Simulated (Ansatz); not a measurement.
Take Rb in the bcc (W type) structure (space group Im-3m, No. 229; a = 5.5713 Å; relaxed with 0.1 eV smearing) as the base. Axes: x, y, z lie along the cube axes.

Method: PBEsol (Ansatz, an electronic-structure program), spin-orbit coupling left out.

Base values:

```
Quantity    Value
--------  -------
Pressure  0.0 GPa
```

It is then changed as follows: compressive biaxial strain of 1.25 % in the plane normal to [111], as in epitaxy on a mismatched substrate; the out-of-plane cell vector and the atoms relax.

Question: What does the calculation give for the pressure after the change?

Answer: The pressure (mean of the normal stresses, compression positive) stays essentially unchanged (0.0 GPa against 0.1 GPa).

Question: How does this affect the out-of-plane strain?

Answer: The out-of-plane strain comes out as +0.63 %.

Whether these cells are dynamically stable was not tested. The final runs are not spin-polarised.
